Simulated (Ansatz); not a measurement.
Consider Mg in the hcp (Mg type) structure (space group P6_3/mmc, No. 194; a = 3.175 Å, c = 5.163 Å; relaxed with 0.1 eV smearing). Axes: x lies along a and z along c of the hexagonal cell.

Method: PBEsol, PAW, 420 eV (Ansatz, a first-principles code; spin-orbit coupling left out).

The change: uniaxial strain ε_xx = +1.00 %, all other strain components held at zero, atoms relaxed at fixed cell.

Problem. Predict the stress tensor and what it implies for the stiffness.

Solution. Stress of the strained cell less that of the base (GPa, compression positive):
```
   -0.7     0.0     0.0
    0.0    -0.2     0.0
    0.0     0.0    -0.2
```

Then −Δσ_ii/ε with ε = 0.0100 gives relaxed-ion elastic constants: C11 ≈ 65 GPa.

Whether these cells are dynamically stable was not tested.
